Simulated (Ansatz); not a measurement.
## What isotropic strain −2.00 % does to AgCl

Take AgCl in the rock salt structure (space group Fm-3m, No. 225; a = 5.447 Å) as the base.

Now apply this change: every lattice vector is shortened by 2.00 %, atoms relaxed at fixed cell.

Method: plane-wave PAW DFT at the PBEsol level (Ansatz, a first-principles code, 420 eV), no SOC. Γ-centred 10×10×10 mesh, Fermi–Dirac width 0.05 eV.

The volume per atom drops by 1.19 Å³ to 19.02 Å³ and the space group stays Fm-3m (No. 225). The shortest interatomic distance decreases by 0.103 bohr to 5.044 bohr and the energy increases by 14 meV/atom. The pressure goes from zero to 4.03 GPa and the band gap is nearly the same (0.72 eV against 0.73 eV). The gap character stays indirect, L → Γ and the smallest direct gap rises by 0.24 eV to 3.27 eV. The mean gap deformation potential ΔEg/Δln V comes out as -0.2 eV and the width of the top valence band grows by 0.265 eV (2.56 eV → 2.82 eV). The electron mass remains 0.25 mₑ (at Γ) and the valley order (the lowest conduction-band minima on the path, energy above the VBM, named in the base's zone) goes from Γ 0.72 eV; X along ⟨100⟩ 2.13 eV to Γ 0.73 eV; X along ⟨100⟩ 2.01 eV.

Masses are band curvatures over ±0.01 Å⁻¹ around the edge. Whether these cells are dynamically stable was not tested.
